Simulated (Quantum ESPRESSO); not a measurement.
A self-consistent single point of a defect of Rb (1 atoms in the cell) with Quantum ESPRESSO.

Level of theory: LDA (PZ), GBRV 1.5 ultrasoft (LDA) pseudopotentials (plane waves; Quantum ESPRESSO).

The change in words: 2 x 1 x 1 supercell, one Rb atom taken out, nothing relaxed; K_POINTS: automatic 8 8 8 0 0 0 → automatic 4 8 8 0 0 0. Reference geometry:
```
Rb
1.0
   -2.83347     2.83347     2.83347
    2.83347    -2.83347     2.83347
    2.83347     2.83347    -2.83347
Rb
1
Direct
  0.00000   0.00000   0.00000
```

Reference input (self-consistent single point, DFT, LDA (PZ), plane waves, GBRV 1.5 ultrasoft (LDA) pseudopotentials): ecutwfc = 40 Ry; ecutrho = 200 Ry; occupations = smearing; smearing = fermi-dirac; degauss = 0.0073499 Ry; potentials = {Rb: rb_lda_v1.uspp.F.UPF}; K_POINTS = automatic 8 8 8 0 0 0; conv_thr = 1e-11 Ry; mixing_beta = 0.4. This run's input differs from it in these lines:

```diff
@@ -26,7 +26,7 @@
 ATOMIC_POSITIONS {crystal}
-Rb    0.000000000    0.000000000    0.000000000
+Rb    0.500000000    0.000000000    0.000000000
 K_POINTS {automatic}
-8 8 8  0 0 0
+4 8 8  0 0 0
 CELL_PARAMETERS {angstrom}
-  -2.833475000     2.833475000     2.833475000
+  -5.666950000     5.666950000     5.666950000
    2.833475000    -2.833475000     2.833475000
```

Log, with long lists cut:

```
     Self-consistent Calculation

     iteration #  1     ecut=    40.00 Ry     beta= 0.40

---- Real-time Memory Report at c_bands before calling an iterative solver
           226 MiB given to the printing process from OS
            78 MiB allocation reported by mallinfo(arena+hblkhd)
------------------

     negative rho (up, down):  6.546E-02 0.000E+00

     total energy              =     -53.24250843 Ry
     estimated scf accuracy    <       0.16110710 Ry

     iteration #  2     ecut=    40.00 Ry     beta= 0.40

---- Real-time Memory Report at c_bands before calling an iterative solver
   [... lines left out ...]
           294 MiB given to the printing process from OS
           112 MiB allocation reported by mallinfo(arena+hblkhd)
------------------

     negative rho (up, down):  6.478E-02 0.000E+00

     total energy              =     -53.24327731 Ry
     estimated scf accuracy    <          1.7E-10 Ry

     iteration # 11     ecut=    40.00 Ry     beta= 0.40

---- Real-time Memory Report at c_bands before calling an iterative solver
           295 MiB given to the printing process from OS
           112 MiB allocation reported by mallinfo(arena+hblkhd)
------------------

     negative rho (up, down):  6.478E-02 0.000E+00
     End of self-consistent calculation

     the Fermi energy is    -0.2368 ev

!    total energy              =     -53.24327731 Ry
     estimated scf accuracy    <          1.4E-12 Ry
     smearing contrib. (-TS)   =      -0.00230294 Ry
     internal energy E=F+TS    =     -53.24097437 Ry

     convergence has been achieved in  11 iterations

     negative rho (up, down):  6.478E-02 0.000E+00

     Forces acting on atoms (cartesian axes, Ry/au):

     atom    1 type  1   force =     0.00000000    0.00000000    0.00000000

     Total force =     0.000000     Total SCF correction =     0.000000

     negative rho (up, down):  6.478E-02 0.000E+00
          total   stress  (Ry/bohr**3)                   (kbar)     P=       -2.49
  -0.00002812  -0.00000000  -0.00000000           -4.14       -0.00       -0.00
   0.00000000  -0.00001136   0.00000480            0.00       -1.67        0.71
   0.00000000   0.00000480  -0.00001136            0.00        0.71       -1.67

   JOB DONE.
```

The run converged in 11 iterations. Against the reference run the free energy rises by 262 meV/atom.

The starting cell has typed, rounded lattice constants, without a prior relaxation at this level. Its lattice was rescaled by up to half a per cent.

Cost on one core of a shared machine: roughly 60 s.
